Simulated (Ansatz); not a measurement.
Hypothetical P6_3/mmc HgI2, thickness series

Start from HgI2 in the 2H-MoS2 type structure (space group P6_3/mmc, No. 194; a = 4.155 Å, c = 14.393 Å; a hypothetical phase, not in the database extracts checked).

Free-standing slabs (3 atom(s) a layer) normal to the stacking axis with 15 Å of vacuum; in-plane cell relaxed.

The values are results of r2SCAN+rVV10 (Ansatz, a quantum-chemistry and plane-wave program; PAW; 500 eV plane waves; scalar-relativistic without spin-orbit coupling), not measurements.

Notes on the quantities. excess energy per area of both faces: slab less bulk energy over the cell's area: twice a surface energy.

| change | band gap | excess energy per area of both faces | thickness between the outermost nuclei | smallest direct gap |
|---|---|---|---|---|
| base | 0.66 eV | – | – | 0.75 eV |
| 1 layer | 1.20 eV | 0.23 J/m² | 3.81 Å | 1.51 eV |
| 2 layers | 0.99 eV | 0.23 J/m² | 11.01 Å | 1.18 eV |
| 3 layers | 0.89 eV | 0.24 J/m² | 18.21 Å | 1.01 eV |
| 4 layers | 0.84 eV | 0.24 J/m² | 25.40 Å | 0.93 eV |

Slab and bulk use different k-meshes, which limits the precision of the excess energy. Spin-orbit coupling, missing from the scalar runs, can matter with Hg and I. No phonon test of stability was made.
